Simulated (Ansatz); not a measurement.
# A computed series for TiC: pressure series

The parent structure is TiC in the rock salt structure (space group Fm-3m, No. 225; a = 4.261 Å).

Cell and atoms are relaxed at each pressure.

The values are results of LDA in Ansatz (plane waves to 420 eV, PAW, no spin-orbit coupling), not measurements.

Notes on the quantities. enthalpy: H = E + PV relative to the base's energy.

```
case                    enthalpy  lattice parameter a
-----------------  -------------  -------------------
base                           –              4.261 Å
pressure −2 GPa    -0.12 eV/atom              4.271 Å
pressure −1 GPa    -0.06 eV/atom              4.266 Å
pressure 0.9 GPa   +0.05 eV/atom              4.256 Å
pressure 2.1 GPa   +0.13 eV/atom              4.251 Å
pressure 4.5 GPa   +0.27 eV/atom              4.239 Å
pressure 9 GPa     +0.53 eV/atom              4.218 Å
pressure 15 GPa    +0.88 eV/atom              4.193 Å
pressure 22.5 GPa  +1.31 eV/atom              4.163 Å
pressure 30 GPa    +1.73 eV/atom              4.136 Å
```

Load acts through the strain it causes; cell and atoms are relaxed under it. Whether these cells are dynamically stable was not tested. Competing high-pressure phases were not computed. The final runs are not spin-polarised.

Ansatz is a program for electronic structure.
